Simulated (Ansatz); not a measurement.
Consider MgO (space group P4_2/mnm, No. 136; a = 5.565 Å, c = 3.292 Å; a hypothetical phase, not in the database extracts checked).

(Cell as relaxed with PBE.)

Levels (all Ansatz, an electronic-structure program, PAW): PBE (420 eV, no spin-orbit coupling); PBEsol (420 eV, scalar-relativistic without spin-orbit coupling).

Each level relaxes its own structure.

| base | PBE | PBEsol |
|---|---|---|
| volume per atom | 12.75 Å³ | 12.43 Å³ |
| lattice parameter a | 556.5 pm | 551.0 pm |
| band gap | 3.38 eV | 3.36 eV |

It is then changed as follows: holes 2.0×10^21 cm⁻³, on a uniform background at fixed cell.

```json
[
 {"quantity": "gap between the host's bands", "PBE": "3.50 eV", "PBEsol": "3.47 eV"},
 {"quantity": "gap character", "PBE": "indirect, M–Γ (83 % along) → Γ", "PBEsol": "indirect, M–Γ (86 % along) → Γ"},
 {"quantity": "Fermi level relative to the doped band's edge (positive inside the band; to 0.05 eV)", "PBE": "+0.05 eV", "PBEsol": "+0.05 eV"}
]
```

PBE's gap between the host's bands lies 0.03 eV above PBEsol's; the two agree on the gap character and Fermi level from band edge. Neither level is exact; PBEsol is the comparison here, not a measurement.

Carriers are added with a uniform compensating background; total energy and stress of such cells depend on the potential's zero and are not compared; many-body gap narrowing is missing at this level. No phonon test of stability was made.
